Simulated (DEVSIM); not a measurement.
Device: In0.49Ga0.51P/GaAs n-p heterojunction, at 300 K.

Layer 1 from the left is In0.49Ga0.51P, thickness (μm) 1.20, Nd (cm⁻³) 8.1e16, τn (s) 5.3e-10, τp (s) 5.3e-10. Layer 2 from the left is GaAs, thickness (μm) 0.820, Na (cm⁻³) 1.9e16, τn (s) 5.3e-10, τp (s) 5.3e-10.

Left contact: ohmic. Right contact: ohmic. Voltage is applied to the left contact. Recombination: SRH at mid-gap, Auger. Mobility is μmin + (μ − μmin)/(1 + (N/Nref)^α).

Constants are typed, rounded textbook-type inputs, not results; the design itself was drawn at random and stands for no fabricated device. Values at 300 K.

In0.49Ga0.51P: gap (eV) 1.89, affinity (eV) 4, permittivity 11.8, Nc (cm⁻³) 9e17, Nv (cm⁻³) 1.3e19, μn (cm²/Vs) 1500, μp (cm²/Vs) 80, μn,min 400, μp,min 15, Nref,n 2e16, Nref,p 1.5e17, αn 0.7, αp 0.8, Cn (cm⁶/s) 3e-30, Cp (cm⁶/s) 3e-30. GaAs: gap (eV) 1.424, affinity (eV) 4.07, permittivity 12.9, Nc (cm⁻³) 4.7e17, Nv (cm⁻³) 9e18, μn (cm²/Vs) 8500, μp (cm²/Vs) 400, μn,min 500, μp,min 20, Nref,n 6e16, Nref,p 1.5e17, αn 0.39, αp 0.38, Cn (cm⁶/s) 1e-30, Cp (cm⁶/s) 1e-30.

Simulated with DEVSIM: 1D drift-diffusion, Boltzmann statistics, complete ionisation; no tunnelling, impact ionisation, image-force lowering or self-heating. Band offsets follow the typed affinities; no thermionic-emission limit at abrupt steps, no polarisation charge.

What does the simulation give for the dark forward voltage at 100 A/cm², the largest field in the device at zero bias, the potential step across the device at zero bias?

dark forward voltage at 100 A/cm² 1.078 V; largest field in the device at zero bias 79000 V/cm; potential step across the device at zero bias 1.272 V.
